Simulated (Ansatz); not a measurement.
Given:

A slab with vacuum along the third vector:

```
CELL_PARAMETERS angstrom
      3.00301     0.00000     0.00000
      0.00000     4.24690     0.00000
      0.00000     0.00000    27.00000
ATOMIC_POSITIONS crystal
  N  0.50000 0.00000 0.30687
  Ti 0.50000 0.50000 0.31220
  N  0.00000 0.50000 0.36020
  Ti 0.00000 0.00000 0.35726
  N  0.50000 0.00000 0.41717
  Ti 0.50000 0.50000 0.41709
  N  0.00000 0.50000 0.47227
  Ti 0.00000 0.00000 0.47243
  N  0.50000 0.00000 0.52773
  Ti 0.50000 0.50000 0.52757
  N  0.00000 0.50000 0.58283
  Ti 0.00000 0.00000 0.58291
  N  0.50000 0.00000 0.63980
  Ti 0.50000 0.50000 0.64274
  N  0.00000 0.50000 0.69313
  Ti 0.00000 0.00000 0.68780
```

Set-up: 16 atoms, N8Ti8, 10.5 Å thick at the start; mesh 12x9x1; 0.1 eV smearing; dipole correction on; single point; on the structure that PBE left under its start's symmetry; no spin, no spin-orbit, no U.

### Question
What is the computed work function of the top face (Ansatz (a quantum-chemistry and plane-wave program) with r2SCAN, at the PBE geometry)?

### Answer
3.07 eV

### Question
Give the surface energy (mean of both faces) at the level r2SCAN, at the PBE geometry.

### Answer
2.97 J/m²
